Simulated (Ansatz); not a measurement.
# Habitual settings against a tight run: RuF₃ (P-1, 8 atoms in the cell)

Self-consistent single point.

```xyz
8
Lattice="4.8290 0.0000 0.0000 -2.4086 4.2614 0.0000 -2.4111 -1.3922 4.5046" Properties=species:S:1:pos:R:3 pbc="T T T"
Ru    -2.4098     1.4346     2.2523
Ru     0.0000     0.0000     0.0000
F     -1.5783     2.8390     3.3835
F      1.5876     0.0302     1.1210
F      0.8353     1.4580     3.3789
F     -0.8260     1.4113     1.1257
F      1.6674     2.8537     1.1318
F     -1.6581     0.0156     3.3727
```
Moments meant for the start (each program seeds them in its own way; μB, in the order of the atoms Ru Ru F F F F F F): 2.0 2.0 0.0 0.0 0.0 0.0 0.0 0.0.

Method: PBEsol, PAW files made with PBE (plane waves; Ansatz, a quantum-chemistry and plane-wave program).

Base settings: basis.ecutwfc = 30.9 Ry; kpoints.mp_grid.grid = 5 4 4; hamiltonian.xc = pbesol; hamiltonian.pseudopotentials = {kind: paw} (the program's default PAW files); magnetization.spin_polarized = true; scf.occupations.method = methfessel_paxton; scf.occupations.width = 0.01 Ry.

Tight run (finer mesh or higher cutoff; not a proven limit): basis.ecutwfc: 30.9 Ry → 43.4 Ry; kpoints.mp_grid.grid: 5 4 4 → 7 6 6; scf.convergence.dr2_threshold: default (1e-07 eV) → 1e-09 eV. It gave Fermi level (on the code's own zero) 8.72 eV; pressure 5.55 GPa; largest force (vector length) 0.476 eV/Å; size of the cell's spin moment 2.02 μB.

Quick runs, as changes from the base:
- A: the base itself
- B: basis.ecutwfc: 30.9 Ry → 18.4 Ry; kpoints.mp_grid.grid: 5 4 4 → 3 3 3; scf.convergence.dr2_threshold: default (1e-07 eV) → 0.001 eV

The count of work is k-points × plane waves × bands × iterations; it is no time. 

Pressures in the table are Ansatz's without its Pulay estimate, at a fixed set of plane waves; the tight run's value above holds the estimate.

The starting cell comes from a database of computed structures (which also holds hypothetical and non-ambient phases and stackings), without a prior relaxation at this level. Its lattice was rescaled by a random factor within 2.5 % of one. The magnetic order is the one reached from the typed start; others were not searched systematically. In the base run, with a pressure of about 6 GPa the cell is away from its equilibrium volume at this level.

| run | energy less tight (meV/atom) | pressure less tight (GPa) | largest miss in a force vector (eV/Å) | count of work / tight |
|---|---|---|---|---|
| A | 4.7 | -0.48 | 0.011 | 0.17 |
| B | 1703.2 | -120.16 | 0.186 | 0.018 |

Among the runs at the tight run's level, the energy misses run from 4.7 to 1703.2 meV/atom.

Left out of this page: 4 runs of the series outside the window shown, repeating another row's setting, or not comparable.

Keys are those of Ansatz 0.2.
